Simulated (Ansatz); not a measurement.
## Point defect Ge vacancy + F interstitial + F interstitial in germanium

All values below come from PBE, PAW (plane waves to 420 eV; Ansatz, a program for electronic structure). Details: 64-site cell; 2×2×2 shifted k-points; start: the Ge site; on a neighbour of the vacancy; on a neighbour of the vacancy; the functional closes the host's gap; finite-size errors of tenths of an eV; relaxed from one start, so a lower configuration may exist.

Neighbours after relaxation, in Å: of the emptied site: F 1.19, F 1.49, Ge 2.17, Ge 2.63, Ge 2.75, Ge 2.85; of the F atom: Ge 1.89, Ge 2.43, F 2.46, Ge 3.04, Ge 3.08; of the F atom: Ge 1.82, F 2.46, Ge 2.83, Ge 2.84, Ge 3.16, Ge 3.33.

Formation energies E_f are those of the neutral cell. Chemical conditions: impurity bounded by its compound with the host (Δμ(Ge) = 0.00 eV, Δμ(F) = -3.06 eV, bounded by Ge3F8 (P2_1/c); only phases computed here count, gases as isolated molecules at 0 K). Reference phases: F: F2 molecule in a box, Ge: germanium.

```tsv
charge	moment (μB)	point group	largest move off a lattice site (Å)	E_f, impurity bounded by its compound with the host (eV)
0	not spin-polarised	C1	0.36	2.55
```

Point groups are those of the whole cell at tolerances of 0.03 and 0.1 Å ("near" where only the looser one holds); none is given for unsettled states.
